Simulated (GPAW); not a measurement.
**A self-consistent single point of CuO (C2/c, 4 atoms in the cell) with GPAW**

Method: PBE, GPAW PAW datasets PBE (gpaw-data 1.0.1) (plane waves; GPAW).

The input file:

```python
from ase import Atoms
from ase.units import GPa
from gpaw import GPAW

atoms = Atoms(['Cu', 'Cu', 'O', 'O'],
              cell=[[2.286963, -1.671280, 0.000000],
                    [2.286963, 1.671280, 0.000000],
                    [-0.830085, 0.000000, 4.939202]],
              scaled_positions=[[0.000000, 0.500000, 0.000000],
                                [0.500000, 0.000000, 0.500000],
                                [0.581600, 0.418400, 0.250000],
                                [0.418400, 0.581600, 0.750000]],
              pbc=True)

calc = GPAW(mode={'name': 'pw', 'ecut': 900},
            xc='PBE',
            kpts={'size': (8, 8, 5), 'gamma': True},
            occupations={'name': 'methfessel-paxton', 'width': 0.1, 'order': 1},
            nbands=-10,
            convergence={'density': 1e-05, 'energy': 1e-05},
            symmetry={'symmorphic': False, 'tolerance': 0.0005},
            maxiter=150,
            txt='-')

atoms.calc = calc

energy = atoms.get_potential_energy()
print('Energy (eV):', round(energy, 6))
forces = atoms.get_forces()
print('Forces (eV/Ang):')
print(forces.round(5))
stress = atoms.get_stress()
print('Stress (GPa, Voigt):', (stress / GPa).round(4))
```

The program printed (abridged):

```
Input parameters:
  convergence: {density: 1e-05,
                energy: 1e-05}
  kpts: {gamma: True,
         size: (8, 8, 5)}
  maxiter: 150
  mode: {ecut: 900,
         name: pw}
  nbands: -10
  occupations: {name: methfessel-paxton,
                order: 1,
                width: 0.1}
  symmetry: {symmorphic: False,
             tolerance: 0.0005}
  xc: PBE

species:
  Cu:
    name: Copper
    Z: 29.0
    valence: 11
    core: 18
    charge: 0.0
    file: Cu.PBE.gz

    # Using partial waves for Cu as LCAO basis

  O:
    name: Oxygen
    Z: 8.0
    valence: 6
    core: 2
    charge: 0.0
    file: O.PBE.gz

    # Using partial waves for O as LCAO basis

Reference energy: -94124.608285  # eV

Spin-paired calculation

Convergence criteria:
 Maximum [total energy] change in last 3 cyles: 1e-05 eV / valence electron
 Maximum integral of absolute [dens]ity change: 1e-05 electrons / valence electron
 Maximum integral of absolute [eigenst]ate change: 4e-08 eV^2 / valence electron
 Maximum number of scf [iter]ations: 150

Symmetries present (total): 4
Symmetries with fractional translations: 2
320 k-points: 8 x 8 x 5 Monkhorst-Pack grid + [1/16,1/16,0.000000]
93 k-points in the irreducible part of the Brillouin zone
       k-points in crystal coordinates                weights
   0:     0.00000000    0.00000000    0.00000000          1/320
   1:     0.00000000    0.00000000    0.20000000          2/320
   2:     0.00000000    0.00000000    0.40000000          2/320
   [... 7 lines left out ...]
          ...
  92:     0.50000000    0.50000000    0.40000000          2/320

Wave functions: Plane wave expansion
  Cutoff energy: 900.000 eV
  Number of coefficients (min, max): 2296, 2332
  Pulay-stress correction: 0.000000 eV/Ang^3 (de/decut=0.000000)

Occupation numbers: Methfessel-Paxton:
  width: 0.1000  # eV
  order: 1

Eigensolver

Densities:
  Coarse grid: 20*20*36 grid
  Fine grid: 40*40*72 grid
  Total Charge: 0.000000

Density mixing:
  Method: separate
  Backend: pulay
  Linear mixing parameter: 0.05
  old densities: 5
  Damping of long wavelength oscillations: 50

Hamiltonian:
  XC and Coulomb potentials evaluated on a 40*40*72 grid
  External potential:
    NoExternalPotential

XC parameters: PBE with 2 nearest neighbor stencil

Number of atoms: 4
Number of atomic orbitals: 26
Number of bands in calculation: 27
Number of valence electrons: 34
Bands to converge: occupied

Density initialized from atomic densities
  26 bands from LCAO basis set
  1 band from random numbers

Atomic positions and initial magnetic moments

Positions:
   0 Cu     1.143482    0.835640    0.000000    ( 0.0000,  0.0000,  0.0000)
   1 Cu     0.728439   -0.835640    2.469601    ( 0.0000,  0.0000,  0.0000)
   2 O      2.079442   -0.272753    1.234800    ( 0.0000,  0.0000,  0.0000)
   3 O      1.664399    0.272753    3.704401    ( 0.0000,  0.0000,  0.0000)

Unit cell:
           periodic     x           y           z      points  spacing
  1. axis:    yes    2.286963   -1.671280    0.000000    20     0.1343
  2. axis:    yes    2.286963    1.671280    0.000000    20     0.1343
  3. axis:    yes   -0.830085    0.000000    4.939202    36     0.1372

  Lengths:   2.832557   2.832557   5.008469
  Angles:   97.689984  97.689984  72.317606

Effective grid spacing dv^(1/3) = 0.1379

     iter     time        total  log10-change:
                         energy   eigst   dens
iter:   1 --:--:--   -25.533330
iter:   2 --:--:--   -23.186806   -1.52  -1.17
iter:   3 --:--:--   -19.714452   -0.78  -1.23
iter:   4 --:--:--   -19.885817   -1.92  -1.53
iter:   5 --:--:--   -19.685003   -2.36  -1.53
iter:   6 --:--:--   -19.639349   -3.73  -1.92
iter:   7 --:--:--   -19.528063   -2.19  -1.97
iter:   8 --:--:--   -19.527098   -3.83  -2.83
iter:   9 --:--:--   -19.526860   -5.16  -2.98
iter:  10 --:--:--   -19.526844c  -5.20  -3.03
iter:  11 --:--:--   -19.526841c  -6.83  -4.01
iter:  12 --:--:--   -19.526842c  -7.32  -4.06
iter:  13 --:--:--   -19.526842c  -7.39  -4.13
iter:  14 --:--:--   -19.526842c  -8.31c -4.25
iter:  15 --:--:--   -19.526841c  -7.87c -4.30
iter:  16 --:--:--   -19.526841c  -8.46c -4.71
iter:  17 --:--:--   -19.526841c  -8.47c -4.74
iter:  18 --:--:--   -19.526841c  -8.71c -5.21c

Converged after 18 iterations.

Dipole moment: (-0.000000, -0.000000, -0.000000) |e|*Ang

Energy contributions relative to reference atoms: (reference = -94124.608285)

Kinetic:        +14.201553
Potential:      -16.860564
External:        +0.000000
XC:             -17.520214
Entropy (-ST):   +0.000688
Local:           +0.651926
SIC:             +0.000000
--------------------------
Free energy:    -19.526612
Extrapolated:   -19.526841

Showing only first 2 kpts
 Kpt  Band  Eigenvalues  Occupancy
  0    15      5.79181    2.00000
  0    16      7.83552   -0.01265
  0    17      8.64027   -0.00000
  0    18      9.61222   -0.00000

  1    15      5.67284    2.00000
  1    16      7.78841   -0.04620
  1    17      8.46680   -0.00000
  1    18     10.14574   -0.00000

Fermi level: 7.62848

No gap
No difference between direct/indirect transitions
Energy (eV): -19.526841

Forces in eV/Ang:
  0 Cu    0.00000    0.00000    0.00000
  1 Cu    0.00000    0.00000    0.00000
  2 O     0.00000   -0.09499    0.00000
  3 O     0.00000    0.09499   -0.00000

Stress tensor:
    -0.162678     0.000000     0.023045
     0.000000    -0.136286    -0.000000
     0.023045    -0.000000    -0.172235
Stress (GPa, Voigt): [-26.0639 -21.8354 -27.595   -0.       3.6923   0.    ]
```

The run converged in 18 iterations. GPAW prints stress with tension positive.

At such cutoffs GPAW's stress carries a finite-basis (Pulay) error, which enters relaxed cells too; its log prints stress with tension positive.

The starting cell was generated: these elements placed on a structure prototype, without a prior relaxation; it need not be a known phase or ordering of this composition. Its lattice was rescaled by a random factor within 2.5 % of one. Spin polarisation is off, so a magnetic state, if there is one, cannot be reached. The run gives no clean gap (levels at the Fermi energy touch, overlap or are partly filled at this smearing), which alone does not show that the compound is a metal.

Cost on one core of a shared machine: roughly 80 s.
